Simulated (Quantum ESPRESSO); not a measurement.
Worked example: self-consistent single point of LuAu (P4mm, 2 atoms in the cell) in Quantum ESPRESSO.

Method: PBEsol, PSlibrary ultrasoft (PBE) pseudopotentials (plane waves; Quantum ESPRESSO).

```
LuAu
1.0
    3.51413     0.00000     0.00000
    0.00000     3.51413     0.00000
    0.00000     0.00000     3.51413
Lu Au
1 1
Direct
  0.50000   0.50000   0.51423
  0.00000   0.00000   0.00000
```

Reference input (self-consistent single point, DFT, PBEsol, plane waves, PSlibrary ultrasoft (PBE) pseudopotentials): ecutwfc = 50 Ry; ecutrho = 450 Ry; occupations = smearing; smearing = fd; degauss = 0.0073499 Ry; input_dft = pbesol; potentials = {Lu: Lu.pbe-spdn-rrkjus_psl.1.0.0.UPF, Au: Au.pbe-n-rrkjus_psl.1.0.0.UPF}; K_POINTS = automatic 4 4 4 0 0 0; conv_thr = 1e-10 Ry; mixing_beta = 0.7. This run's input differs from it in these lines:

```diff
@@ -18,2 +18,3 @@
     degauss = 0.0073499
+    nbnd = 11
     input_dft = 'pbesol'
```

Output (repeated stretches shortened):

```
     Self-consistent Calculation

     iteration #  1     ecut=    50.00 Ry     beta= 0.70

---- Real-time Memory Report at c_bands before calling an iterative solver
           196 MiB given to the printing process from OS
            35 MiB allocation reported by mallinfo(arena+hblkhd)
------------------

 %%%%%%%%%%%%%%%%%%%%%%%%%%%%%%%%%%%%%%%%%%%%%%%%%%%%%%%%%%%%%%%%%%%%%%%%%%%%%%
     Error in routine efermig (1):
     internal error, cannot bracket Ef
 %%%%%%%%%%%%%%%%%%%%%%%%%%%%%%%%%%%%%%%%%%%%%%%%%%%%%%%%%%%%%%%%%%%%%%%%%%%%%%

     stopping ...
```

The program stopped with an error at about iteration 1. 

The starting cell comes from a database of computed structures (which also holds hypothetical and non-ambient phases and stackings), without a prior relaxation at this level. Its lattice was rescaled by up to half a per cent. One atom was moved a little off its site on purpose.
